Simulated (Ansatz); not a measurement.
The parent structure is CdS in the zinc blende structure (space group F-43m, No. 216).

```
CdS
1.0
    0.00000     2.93887     2.93887
    2.93887     0.00000     2.93887
    2.93887     2.93887     0.00000
S Cd
1 1
Direct
  0.25000   0.25000   0.25000
  0.00000   0.00000   0.00000
```

Cartesian axes are those of the cell as printed.

Computed with r2SCAN (Ansatz, an electronic-structure program), spin-orbit coupling left out.

Strains are applied to the cell and any free atomic positions relax; under stress the whole cell relaxes.

One change was made to it. Results:

```tsv
quantity	base	after
band gap	1.54 eV	1.41 eV
volume per atom	25.38 Å³	25.58 Å³
energy relative to the base (free energy F)	0 meV/atom	+8.8 meV/atom
```

Problem. Which of these changes matches the shifts?
A) uniaxial stress, 1 GPa compression along x
B) isotropic strain +3.64 %
C) uniaxial strain ε_zz = +1.82 %
D) uniaxial stress, 2 GPa tension along z

Solution. D, uniaxial stress, 2 GPa tension along z. For comparison, the energy relative to the base in the other runs: uniaxial strain ε_zz = +1.82 % gives +1.9 meV/atom; uniaxial stress, 1 GPa compression along x gives +3.9 meV/atom; isotropic strain +3.64 % gives +50 meV/atom.

Stability under load was not tested beyond the relaxation.
